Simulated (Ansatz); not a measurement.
We consider cubic perovskite CsPbBr₃ (cubic high-temperature phase), described by PBEsol (Ansatz, an electronic-structure program, PAW).

Settings: plane-wave cutoff 520 eV, 6×6×6 k mesh, Fermi–Dirac smearing 0.01 eV, scalar-relativistic PAW data made under PBE.

Cell (relaxed at this level):

```cif
data_Br3CsPb
_chemical_formula_sum 'Cs1 Pb1 Br3'
_space_group_name_H-M_alt 'P 1'
_space_group_IT_number 1
_cell_length_a 5.87215
_cell_length_b 5.87215
_cell_length_c 5.87215
_cell_angle_alpha 90.000
_cell_angle_beta 90.000
_cell_angle_gamma 90.000
loop_
_space_group_symop_operation_xyz
  'x, y, z'
loop_
_atom_site_label
_atom_site_type_symbol
_atom_site_fract_x
_atom_site_fract_y
_atom_site_fract_z
_atom_site_occupancy
Cs1 Cs 0.00000 0.00000 0.00000 1
Pb1 Pb 0.50000 0.50000 0.50000 1
Br1 Br 0.50000 0.00000 0.50000 1
Br2 Br 0.00000 0.50000 0.50000 1
Br3 Br 0.50000 0.50000 0.00000 1
```

Task: Give the computed bulk modulus B0, band gap, Γ–Γ gap and pressure derivative B′ of the bulk modulus.

Result: 
* **bulk modulus B0**: 21.5 GPa
* **band gap**: 1.43 eV
* **Γ–Γ gap**: 4.93 eV
* **pressure derivative B′ of the bulk modulus**: 4.8

Note: the relaxation could not lower the start's symmetry, so the cell can be a saddle point above a distorted one.

Spin–orbit coupling is not included; with these elements it can move the gap by several tenths of an eV or more.

Computed values are for the static lattice.
